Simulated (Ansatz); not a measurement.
tetragonal BaTiO3 (1 0 1) on zinc-blende GaP (1 1 0) (film strained to the substrate, started from cuts of the bulks and a machine-learned relaxation; metallic at this level, with no gap by band count; slabs Ga8P8 and Ba4Ti4O12, which can lie off the formulas)…

A periodic stack without vacuum, tetragonal BaTiO3 (1 0 1) on zinc-blende GaP (1 1 0) (film strained to the substrate, started from cuts of the bulks and a machine-learned relaxation; metallic at this level, with no gap by band count; slabs Ga8P8 and Ba4Ti4O12, which can lie off the formulas): substrate slab Ga8P8, film Ba4Ti4O12, surface cells [[0, -1], [1, -1]] and [[1, 0], [1, 1]], film strained by -4.9 and -2.3 %, outermost planes GaP/GaP and O/BaOTi as cut, which need not be the usual terminations and can put a slab off its formula.

The start was prepared with a machine-learned potential, and the result is one local minimum, with the in-plane cell held and forces under 0.04 eV/Å; the film can end far from its bulk form.

The numbers are results of PBE (plane waves to 420 eV, PAW; Ansatz, a first-principles code), not measurements. Spin–orbit coupling is left out; PBE gaps are too small against experiment. Its k-point mesh 7×4×1, Fermi–Dirac width 0.05 eV.

```
Quantity                                                                                                           Value
--------------------------------------------------------------------------------  --------------------------------------
interface area                                                                                                   21.4 Å²
period                                                                                                           28.69 Å
heights between the nearest atoms of the two slabs at the two interfaces                                 1.74 and 1.77 Å
Ga–Ti contacts across the interfaces within 1.22 times the sum of covalent radii                          3, mean 3.29 Å
Ba–P contacts across the interfaces within 1.22 times the sum of covalent radii                           3, mean 3.37 Å
Ga–O contacts across the interfaces within 1.22 times the sum of covalent radii                           2, mean 2.02 Å
Ba–Ga contacts across the interfaces within 1.22 times the sum of covalent radii                          1, mean 3.61 Å
two interfaces                                                                    unlike, so that offsets are their mean
spin-polarised check at this geometry                                                    keeps a moment, energy -0.02 eV
slope of the mean potential energy in the substrate                                                      +15.4 MV/cm × e
```

```
CELL_PARAMETERS angstrom
      3.89417     0.00006    -0.02138
      3.89427     5.50721     0.01605
      0.16722    -0.72356    28.68299
ATOMIC_POSITIONS crystal
  Ga 0.79745 0.95293 0.11115
  Ga 0.83536 0.41438 0.04928
  Ga 0.78701 0.96406 0.24732
  Ga 0.79236 0.45851 0.17862
  Ga 0.77580 0.97498 0.38405
  Ga 0.78188 0.46918 0.31411
  Ga 0.78536 0.96416 0.51905
  Ga 0.76753 0.48292 0.44954
  P  0.57364 0.17614 0.03968
  P  0.54449 0.70588 0.10935
  P  0.54228 0.20859 0.17800
  P  0.53665 0.71444 0.24524
  P  0.53201 0.21905 0.31431
  P  0.52587 0.72494 0.38053
  P  0.51956 0.23087 0.45126
  P  0.52083 0.72885 0.51551
  Ba 0.84965 0.39996 0.61752
  Ti 0.83621 0.91338 0.63147
  O  0.10156 0.64810 0.59978
  O  0.62948 0.12032 0.57965
  O  0.31596 0.93365 0.64469
  Ba 0.28697 0.96250 0.73675
  Ti 0.28974 0.45974 0.73590
  O  0.52939 0.22020 0.69397
  O  0.03566 0.71391 0.69946
  O  0.78821 0.46126 0.75213
  Ba 0.77639 0.47279 0.84427
  Ti 0.77461 0.97444 0.84607
  O  0.02624 0.72306 0.80688
  O  0.53784 0.21145 0.80516
  O  0.27477 0.97447 0.86120
  Ba 0.27010 0.97890 0.95350
  Ti 0.27396 0.47486 0.95664
  O  0.51331 0.23574 0.91460
  O  0.02749 0.72159 0.91734
  O  0.74362 0.50539 0.97800
```
